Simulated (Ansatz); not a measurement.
Structures of equal composition on the (100) surface of fcc Cu: a layer of Ge in place of the second plane; a layer of Ge in place of the third plane. The slabs share one bottom face, and each structure is named by its start. These are constructed structures in small cells; real faces may alloy, dewet or reconstruct in larger ones, and not all known structures of the face are among them. Slabs of about 9 Å with all that they carry, Fermi-Dirac smearing of 0.1 eV. Bottom of the slabs: a bare face, its two planes held. Relaxed from the named starts with such symmetry as they have, on meshes of like density; energies extrapolated to zero smearing; no spin-orbit coupling, no U. Spin-polarised runs, if any, are marked in brackets, and their order is one that fits the cell; the others ran without spin.

All values below come from PBE (plane waves to 420 eV, PAW; Ansatz, a quantum-chemistry and plane-wave program).

Order them by energy per 1x1 cell (lowest first) at the level PBE.

a layer of Ge in place of the second plane (0.000 eV), a layer of Ge in place of the third plane (0.035 eV)
